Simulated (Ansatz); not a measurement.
## Pressure series in Ru2Si

The reference is Ru$_{2}$Si (space group Pnma, No. 62; a cell from a computed database, its experimental status unchecked).

Ru2Si is taken in the orthorhombic space group Pnma (No. 62), Pearson symbol oP12. Cell: a = 5.2349 Å, b = 3.9914 Å, c = 7.3872 Å, α = 90.00°, β = 90.00°, γ = 90.00°. Si on 4c is coordinated by 7 Ru at 2.434–2.496 Å and 3 Ru at 2.790–2.855 Å and 1 Ru at 3.296 Å. Ru1 on 4c has 3 Si at 2.440–2.496 Å and 2 Si at 2.855 Å and 1 Si at 3.296 Å and 8 Ru at 2.673–2.818 Å. Ru2 on 4c has 4 Si at 2.434–2.494 Å and 1 Si at 2.790 Å and 8 Ru at 2.713–2.823 Å. (Neighbours: up to the widest gap in distance over summed covalent radii, below 1.35, at either atom; cation-cation and far metal-metal contacts left out.)

Cell and atoms are relaxed at each pressure.

The values are results of Ansatz (a quantum-chemistry and plane-wave program) PBEsol, no SOC, not measurements.

```json
[
 {"P (GPa)": "-2.00", "V (Å³/atom)": "12.955"},
 {"P (GPa)": "-1.00", "V (Å³/atom)": "12.909"},
 {"P (GPa)": "0.30", "V (Å³/atom)": "12.849"},
 {"P (GPa)": "0.70", "V (Å³/atom)": "12.831"},
 {"P (GPa)": "1.49", "V (Å³/atom)": "12.796"},
 {"P (GPa)": "3.00", "V (Å³/atom)": "12.731"},
 {"P (GPa)": "4.99", "V (Å³/atom)": "12.647"},
 {"P (GPa)": "7.49", "V (Å³/atom)": "12.546"},
 {"P (GPa)": "9.99", "V (Å³/atom)": "12.450"}
]
```

A third-order Birch–Murnaghan fit to these points gives V₀ = 12.86 Å³/atom, B₀ = 283 GPa and B₀′ = 4.8. At pressure 10 GPa the volume is 96.8 % of V₀.

Load acts through the strain it causes; cell and atoms are relaxed under it. Whether these cells are dynamically stable was not tested. Competing high-pressure phases were not computed. All final runs are without spin polarisation.
